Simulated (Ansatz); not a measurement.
Density of states of WO₃ (P2_1/c) above the conduction band minimum, PBEsol, rigid bands in Ansatz (a program for electronic structure); cell volume 217.2 Å³.

| energy from edge (eV) | 10⁻³ states/eV/cell |
|---|---|
| 0.006 | 356 |
| 0.031 | 647 |
| 0.056 | 893 |
| 0.081 | 1190 |
| 0.106 | 1230 |
| 0.131 | 1280 |
| 0.156 | 1640 |
| 0.181 | 2490 |
| 0.206 | 2500 |
| 0.231 | 2520 |
| 0.256 | 2540 |
| 0.281 | 2550 |
| 0.319 | 2610 |
| 0.344 | 2690 |
| 0.369 | 2730 |
| 0.394 | 2760 |
| 0.419 | 2800 |
| 0.444 | 2840 |
| 0.469 | 2880 |
| 0.494 | 2920 |
| 0.519 | 2950 |
| 0.544 | 2980 |
| 0.569 | 3010 |
| 0.594 | 3060 |

### Question
What effective density of states at 300 K does this give (∫ g(E) exp(−E/k_BT) dE, both spins, divided by the cell's size)?

### Answer
6.9e19 cm⁻³, a density-of-states mass of 1.96 mₑ, valleys and band degeneracy included.

Spin-orbit coupling is left out; with 5d elements it also splits d-like band edges. Geometry: cell and atoms relaxed with PBEsol.
